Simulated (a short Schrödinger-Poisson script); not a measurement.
Structure: symmetric double-gate stack, SiO2 on p-type Ge(100), at 300 K.

| layer | material | thickness (nm) | Na (cm⁻³) |
|---|---|---|---|
| 1 | SiO2 | 3.4 | - |
| 2 | Ge | 5 | 3e17 |
| 3 | SiO2 | 3.4 | - |

Constants are typed, rounded textbook-type inputs, not results; the design itself was drawn at random and stands for no fabricated device. SiO2: permittivity 3.9, conduction-band edge (eV) 3.1, gap (eV) 9, electron mass (mₑ) 0.5. Ge: permittivity 16, conduction-band edge (eV) 0, gap (eV) 0.664, Nv at 300 K (cm⁻³) 6e18.

Channel valleys (confinement mass, in-plane density-of-states mass, number): L4 0.12, 0.295, 4. At the gates, both at one voltage, the conduction-band edge of layer 1 lies 3.36 eV − eVg above the Fermi level of the channel. Gaps are held at their typed values at every temperature. Mesh 0.03 nm at interfaces.

Solved with a short Schrödinger-Poisson script written for these runs: 1D Poisson equation in equilibrium, electrons quantum, Hartree (BenDaniel-Duke, 12 states a valley, the channel's in-plane mass for all, wave functions free to enter the dielectric), parabolic valleys, classical holes, full ionisation, no traps, pinning or gate leakage.

The same stack at other levels of the model or other numerical settings:

```json
[
 {"run": "base", "sheet density of all electrons at Vg = 2.4 V (cm⁻²)": "2.35e13", "sheet density of all electrons at Vg = 0.6 V (cm⁻²)": "3.26e12", "capacitance of both gates at Vg = 2.4 V (μF/cm²)": "1.84", "rough cost against the base": "about 1"},
 {"run": "electrons treated as classical, Boltzmann", "sheet density of all electrons at Vg = 2.4 V (cm⁻²)": "2.58e13", "sheet density of all electrons at Vg = 0.6 V (cm⁻²)": "4.03e12", "capacitance of both gates at Vg = 2.4 V (μF/cm²)": "(withheld)", "rough cost against the base": "0.04"},
 {"run": "electrons treated as classical, Fermi-Dirac", "sheet density of all electrons at Vg = 2.4 V (cm⁻²)": "(withheld)", "sheet density of all electrons at Vg = 0.6 V (cm⁻²)": "(withheld)", "capacitance of both gates at Vg = 2.4 V (μF/cm²)": "1.89", "rough cost against the base": "0.1"},
 {"run": "mesh six times as coarse", "sheet density of all electrons at Vg = 2.4 V (cm⁻²)": "2.34e13", "sheet density of all electrons at Vg = 0.6 V (cm⁻²)": "3.22e12", "capacitance of both gates at Vg = 2.4 V (μF/cm²)": "1.83", "rough cost against the base": "0.3"},
 {"run": "one subband a valley", "sheet density of all electrons at Vg = 2.4 V (cm⁻²)": "2.35e13", "sheet density of all electrons at Vg = 0.6 V (cm⁻²)": "3.26e12", "capacitance of both gates at Vg = 2.4 V (μF/cm²)": "1.84", "rough cost against the base": "0.4"}
]
```

### Question
Fill in the missing entries.

### Answer

- electrons treated as classical, Boltzmann, capacitance of both gates at Vg = 2.4 V (μF/cm²): 1.98
- electrons treated as classical, Fermi-Dirac, sheet density of all electrons at Vg = 0.6 V (cm⁻²): 3.94e12
- electrons treated as classical, Fermi-Dirac, sheet density of all electrons at Vg = 2.4 V (cm⁻²): 2.48e13

The classical rows ignore confinement, and Boltzmann statistics overrate the density once the band edge passes the Fermi level.

Only the L valleys are kept; under strong confinement the Δ valleys of Ge fill too.
